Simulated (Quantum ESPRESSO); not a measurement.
Worked example: self-consistent single point of Zn (P6_3/mmc, 4 atoms in the cell) in Quantum ESPRESSO.

Computed with PBE, PSlibrary PAW (PBE) pseudopotentials (plane waves; Quantum ESPRESSO).

```
CELL_PARAMETERS angstrom
      2.80741     0.00000     0.00000
     -1.40370     2.43128     0.00000
      0.00000     0.00000     9.03285
ATOMIC_POSITIONS crystal
  Zn 0.00000 0.00000 0.00000
  Zn 0.00000 0.00000 0.50000
  Zn 0.33333 0.66667 0.25000
  Zn 0.66667 0.33333 0.75000
```

Reference input (self-consistent single point, DFT, PBE, plane waves, PSlibrary PAW (PBE) pseudopotentials): ecutwfc = 50 Ry; ecutrho = 300 Ry; occupations = smearing; smearing = fermi-dirac; degauss = 0.0073499 Ry; potentials = {Zn: Zn.pbe-dn-kjpaw_psl.1.0.0.UPF}; K_POINTS = automatic 11 11 3 0 0 0; conv_thr = 1e-11 Ry. This run's input differs from it in these lines:

```diff
@@ -16,4 +16,4 @@
     occupations = 'smearing',
-    smearing = 'fermi-dirac',
-    degauss = 0.0073499,
+    smearing = 'marzari-vanderbilt',
+    degauss = 0.0147,
 /
```

The program printed (abridged):

```
     Self-consistent Calculation

     iteration #  1     ecut=    50.00 Ry     beta= 0.70

     Threshold (ethr) on eigenvalues was too large:
     Diagonalizing with lowered threshold

     total energy              =    -974.87278067 Ry
     estimated scf accuracy    <       0.01025763 Ry

     iteration #  2     ecut=    50.00 Ry     beta= 0.70

     total energy              =    -974.87455876 Ry
     estimated scf accuracy    <       0.00896023 Ry

     iteration #  3     ecut=    50.00 Ry     beta= 0.70

     total energy              =    -974.87649600 Ry
     estimated scf accuracy    <       0.00021127 Ry

   [... 8 blocks of this kind left out ...]

     iteration # 12     ecut=    50.00 Ry     beta= 0.70
     Minimization algorithm failed to find Fermi energy: reverting to bisection
     Possible cause: smearing is larger than the electronic band-gap.

     total energy              =    -974.87652482 Ry
     estimated scf accuracy    <          1.3E-11 Ry

     iteration # 13     ecut=    50.00 Ry     beta= 0.70
     End of self-consistent calculation

     the Fermi energy is    10.8271 ev

!    total energy              =    -974.87652482 Ry
     estimated scf accuracy    <          7.0E-13 Ry
     smearing contrib. (-TS)   =       0.00094804 Ry
     internal energy E=F+TS    =    -974.87747286 Ry

     convergence has been achieved in  13 iterations

     Forces acting on atoms (cartesian axes, Ry/au):

     atom    1 type  1   force =     0.00000000    0.00000000   -0.00000000
   [... zero for the other atoms too ...]

     Total force =     0.000000     Total SCF correction =     0.000000

          total   stress  (Ry/bohr**3)                   (kbar)     P=      -41.84
  -0.00032452   0.00000000   0.00000000          -47.74        0.00        0.00
   0.00000000  -0.00032452   0.00000000            0.00      -47.74        0.00
   0.00000000   0.00000000  -0.00020420            0.00        0.00      -30.04

   JOB DONE.
```

The run converged in 13 iterations. Against the reference run the free energy goes up by 3.6 meV/atom and the pressure goes from -4.07 to -4.18 GPa.

The starting cell was generated: these elements placed on a structure prototype, without a prior relaxation; it need not be a known phase or ordering of this composition. Its lattice was rescaled by a random factor within 2.5 % of one. With a pressure of about -4 GPa the cell is away from its equilibrium volume at this level.

Cost on one core of a shared machine: roughly 60 s.
